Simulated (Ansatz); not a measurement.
Ti: stress against strain

Ti (hcp, P6_3/mmc, 16.120 Å³/atom at rest, c along z) under an equal strain ε in the (0001) plane with the normal axis free, as in a coherent film. LDA in Ansatz, a plane-wave DFT program (PAW, default set), 420 eV, 23×23×13 Γ-centred mesh, Fermi-Dirac smearing 0.10 eV; ions are relaxed within the symmetry of each cell. Stress is positive for a compressed cell.

Here s stands for strain and y for stress xx.

| strain (%) | stress xx (GPa) |
|---|---|
| -3.00 | ? |
| -1.50 | 3.03 |
| -1.00 | 2.01 |
| -0.50 | 1.00 |
| 0.00 | 0.00 |
| 0.50 | -0.99 |
| 1.00 | -1.95 |
| 1.50 | -2.88 |

Fit y of the 7 rows that show it with a straight line. Means: s 0, y 0.031. About the means, the sum of products is -13.820 and the sum of squares of s is 7.0000; the slope is their ratio. Least squares gives y = 0.031 - 1.9743·s. Residuals (row less fit): 0.038, 0.005, -0.018, -0.031, -0.034, -0.007, 0.050; standard error 0.036 (degrees of freedom: 5). The slope gives the biaxial elastic modulus of this plane = 197 ± 1.4 GPa.

Estimate the missing y (s = -3.00); what did the run itself give?

y = 0.031 - 1.9743 × (-3.0) = 5.954 GPa. The calculation gives 5.99 GPa, 0.036 GPa above the prediction (0.4 % of the range of y in the table). The row lies outside the fitted rows, so this is an extrapolation. From the scatter of the fitted rows alone, a prediction at this place has a standard error of 0.056 GPa, so the miss is 0.6 times that.

One order more doesn't follow all runs of the series either: the slope changes along it. In a metal these values are sensitive to mesh and smearing; energies are taken to zero smearing, stresses follow the free energy. Rows are the converged runs of the series near zero and its far end; series whose fitted rows scatter by over a few per cent of the range, as at a crossing or softening among them, aren't shown in this form. Most that stay on the fit to the last digits aren't either.
